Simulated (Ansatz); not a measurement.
Base system: SrVO3 in the cubic perovskite structure (space group Pm-3m, No. 221; a = 3.8094 Å).

Level of theory: PBEsol (Ansatz, a first-principles code; PAW; 420 eV plane waves; no spin-orbit coupling).

Before the change:

```
Quantity    Value
--------  -------
Pressure  0.0 GPa
```

One thing is altered: an isotropic linear strain of +1.04 %; the atoms relax in the strained cell.

Question: What does the calculation give for the energy relative to the base after the change?

Answer: The energy goes up by 6.5 meV/atom.

Question: What does the calculation give for the pressure after the change?

Answer: The pressure goes from zero to -5.8 GPa.

Whether these cells are dynamically stable was not tested. Starting moments died away, wholly or in part, for the base; another magnetic solution may exist. No Hubbard U is applied, and correlation can decide whether such a compound is a metal. The final runs are not spin-polarised. An odd electron count without spin: SrVO3.
